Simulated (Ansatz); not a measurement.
## Amorphous Hf$_{27}$O$_{45}$N$_{6}$

A CHGNet melt-quench gave the starting glass, which DFT then relaxed. O and N atoms were pushed apart under 1.9 Å during the dynamics, to hinder bonds among them. The hot cell started wider than the set density and was brought back towards it in steps. It is the lowest in DFT energy of 4 quenches. It is a model cell: composition and starting density were chosen by hand, and all elements were melted together. No dispersion term was used.

Methods: PBE, scalar-relativistic without spin-orbit coupling (Ansatz, a quantum-chemistry and plane-wave program); r2SCAN, scalar-relativistic without spin-orbit coupling (Ansatz). Geometry, pressure, stress and energy are those of the PBE run. Its sampling: a 2×2×2 Γ-centred mesh; Fermi-Dirac width 0.02 eV; no spin polarisation. Other functionals are single points at the zone centre (r2SCAN at 500 eV), free to take moments where seeds were set.

```yaml
number_of_atoms_in_the_cell: 78
Density (held, not predicted): 9.59 g/cm³
volume_per_atom: 12.48 Å³
Pressure on a 2×2×2 Γ-centred mesh: -2.7 kbar
Largest force and stress component on that mesh (the relaxation ran on the zone centre alone): 0.08 eV/Å and 0.3 GPa
Gap on a 2×2×2 Γ-centred mesh (PBE): 3.13 eV
Gap at the zone centre (PBE): 3.23 eV
Gap at the zone centre (r2SCAN): 3.60 eV
```

Neighbours within Hf-Hf 3.34 Å, Hf-O 2.64 Å, Hf-N 2.74 Å, O-O 1.58 Å, O-N 1.64 Å, N-N 1.70 Å count as bonded. Two cations that share two anions don't count as bonded, nor two that share one unless they lie closer than Hf-Hf 3.25 Å.

The mean coordination of Hf by anions is 6.41 (2 with 5, 12 with 6, 13 with 7); 2 close contacts or bonds to cations besides and the mean coordination of O is 3.33 (2 with 2, 26 with 3, 17 with 4). The mean coordination of N is 3.83 (1 with 3, 5 with 4), the mean Hf-O bond comes out as 2.170 Å (spread 0.126 Å, 150 counted) and the mean Hf-N bond is 2.169 Å (spread 0.114 Å, 23 counted).

Its density started from a set value of 9.59 g/cm³. The quench (nominally 150 K/ps over its main leg) was far faster than any real one, so the model tends to hold more defects than a real film. Values belong to this one cell and scatter from quench to quench. The volume was held where the preparation left it and the shape relaxed, at a PBE pressure of -0.3 GPa (tension).
